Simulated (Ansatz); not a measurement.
Response to strain in NaI

The parent structure is NaI in the rock salt structure (space group Fm-3m, No. 225; a = 6.4021 Å). Axes: x, y, z lie along the cube axes.

Strains are applied to the cell and any free atomic positions relax.

Level of theory: Ansatz (a first-principles code) PBEsol, no spin-orbit coupling.

Candidates:
(a) uniaxial strain ε_zz = +3.00 %
(b) uniaxial strain ε_zz = +1.00 %
(c) uniaxial strain ε_zz = −1.50 %

Before the change:

```
Quantity   Result
--------  -------
Band gap  3.60 eV
```

Order them by band gap, lowest first.

(a) uniaxial strain ε_zz = +3.00 % (3.50 eV), (b) uniaxial strain ε_zz = +1.00 % (3.56 eV), (c) uniaxial strain ε_zz = −1.50 % (3.63 eV)

With I present, leaving out spin-orbit coupling can change the band edges. Stability against distortions was not tested.
